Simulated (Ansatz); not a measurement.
**NbRu: pressure series**

Take NbRu (space group P4/mmm, No. 123; a = 3.021 Å, c = 3.392 Å) as the base.

Cell and atoms are relaxed at each pressure.

All numbers come from PBEsol (Ansatz, a quantum-chemistry and plane-wave program, PAW, spin-orbit coupling left out).

Two rows of this table had their results exchanged by mistake.

```csv
pressure,volume per atom (Å³),shortest distance (Å),band gap
pressure −2 GPa,15.60,2.735,zero
pressure −1 GPa,15.54,2.731,zero
pressure 0.3 GPa,15.46,2.726,zero
pressure 0.7 GPa,15.43,2.725,zero
pressure 1.5 GPa,14.92,2.695,zero
pressure 3 GPa,15.30,2.717,zero
pressure 5 GPa,15.18,2.710,zero
pressure 7.5 GPa,15.05,2.702,zero
pressure 10 GPa,15.38,2.722,zero
```

Question: Which two?

Answer: The rows for pressure 1.5 GPa and pressure 10 GPa: the volume has to fall steadily with pressure, so 15.38 Å³ belongs to pressure 1.5 GPa and 14.92 Å³ to pressure 10 GPa.

Load acts through the strain it causes; cell and atoms are relaxed under it. No phonon test of stability was made. No other phases were tried under pressure. All final runs are without spin polarisation. An odd electron count without spin: NbRu.
